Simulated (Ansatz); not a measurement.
Ba under a change: pressure 0.7 GPa

The parent structure is Ba in the bcc (W type) structure (space group Im-3m, No. 229; a = 4.881 Å).

The change: a hydrostatic pressure of 0.7 GPa.

Method: PBEsol (Ansatz, a quantum-chemistry and plane-wave program), without spin-orbit coupling. k-mesh 14×14×14 (Γ-centred); smearing 0.05 eV (Fermi–Dirac).

The density grows by 0.282 g/cm³, from 3.92 g/cm³ to 4.21 g/cm³ and the lattice parameter a shrinks by 0.211 bohr to 9.012 bohr. The shortest interatomic distance falls by 0.183 bohr, from 7.987 bohr to 7.804 bohr and the enthalpy H = E + PV relative to the base's energy is +0.25 eV/atom. The band gap remains zero.

Final structure:

```xyz
1
Lattice="-2.3844 2.3844 2.3844 2.3844 -2.3844 2.3844 2.3844 2.3844 -2.3844" Properties=species:S:1:pos:R:3 pbc="T T T"
Ba     0.0000     0.0000     0.0000
```

Load acts through the strain it causes; cell and atoms are relaxed under it. No phonon test of stability was made. The base started in Cmcm and relaxed to Im-3m at this level.
